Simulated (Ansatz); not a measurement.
**A computed series for MgO: response to strain**

The parent structure is MgO in the rock salt structure (space group Fm-3m, No. 225; a = 4.2076 Å). Axes: x, y, z lie along the cube axes.

Strains are applied to the cell and any free atomic positions relax; under biaxial strain the out-of-plane vector relaxes too.

All numbers come from plane-wave PAW DFT at the r2SCAN level (Ansatz, a first-principles code, 500 eV), without spin-orbit coupling, earlier PAW set.

Notes on the quantities. energy relative to the base: free energy F; pressure: mean of the normal stresses, compression positive.

| case | energy relative to the base | volume per atom | pressure |
|---|---|---|---|
| base | 0 meV/atom | 9.31 Å³ | 0.00 GPa |
| biaxial strain −1.89 %, plane normal [001], relaxed out of plane | +7.8 meV/atom | 9.07 Å³ | 4.93 GPa |
| biaxial strain +2.82 %, plane normal [001], relaxed out of plane | +14 meV/atom | 9.69 Å³ | -5.46 GPa |
| biaxial strain −3.04 %, plane normal [111], relaxed out of plane | +24 meV/atom | 8.84 Å³ | 9.57 GPa |
| biaxial strain −0.14 %, plane normal [111], relaxed out of plane | 0.0 meV/atom | 9.29 Å³ | 0.39 GPa |
| isotropic strain −0.63 % | +1.8 meV/atom | 9.14 Å³ | 3.28 GPa |
| isotropic strain +2.68 % | +29 meV/atom | 10.08 Å³ | -11.23 GPa |
| uniaxial strain ε_yy = −0.16 % | 0.0 meV/atom | 9.30 Å³ | 0.27 GPa |
| uniaxial strain ε_zz = +2.37 % | +4.6 meV/atom | 9.53 Å³ | -3.54 GPa |
| tensor shear ε_xz = −0.69 % | +0.9 meV/atom | 9.31 Å³ | 0.01 GPa |

Whether these cells are dynamically stable was not tested.
